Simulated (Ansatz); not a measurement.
Consider GaMo4S8 (space group F-43m, No. 216; a = 9.6654 Å).

Method: PBEsol, PAW, 420 eV (Ansatz, a quantum-chemistry and plane-wave program; spin-orbit coupling left out).

Before the change:

* **Lattice parameter a**: 9.665 Å

It is then changed as follows: a hydrostatic pressure of 3 GPa.

**Question.** Predict the new lattice parameter a.

**Answer.** The lattice parameter a decreases by 0.087 Å (9.665 Å → 9.578 Å).

Load acts through the strain it causes; cell and atoms are relaxed under it. Whether these cells are dynamically stable was not tested. The base started in R3m and relaxed to F-43m at this level. All final runs are without spin polarisation. An odd electron count without spin: GaMo4S8.
